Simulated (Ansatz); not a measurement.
Consider the following.

```yaml
crystal:
  lattice:
    - [0.00000, 3.55746, 3.55746]
    - [3.55746, 0.00000, 3.55746]
    - [3.55746, 3.55746, 0.00000]
  atoms:
    - { symbol: Ba, position: [0.00000, 0.00000, 0.00000] }
    - { symbol: Te, position: [0.50000, 0.50000, 0.50000] }
```

No spin polarisation.

All numbers come from PBEsol, PAW, 420 eV (Ansatz, a quantum-chemistry and plane-wave program; no spin-orbit coupling). Γ-centred 8×8×8 mesh, Fermi–Dirac width 0.05 eV.

**Question.** What electron mass does the calculation give?

**Answer.** 1.3 mₑ along k, 0.28 mₑ across (at X).

**Question.** Estimate the gap character.

**Answer.** Indirect, Γ → X.

Spin-orbit coupling, missing from the scalar runs, can matter with Te. The cells carry an imposed strain or load. Effective masses come from finite differences of ±0.01 Å⁻¹. Along k means along the line from Γ to the band edge. Stability against distortions was not tested. The cell was made from BaTe in the rock salt structure (space group Fm-3m, No. 225) by this change: isotropic strain +2.50 %.
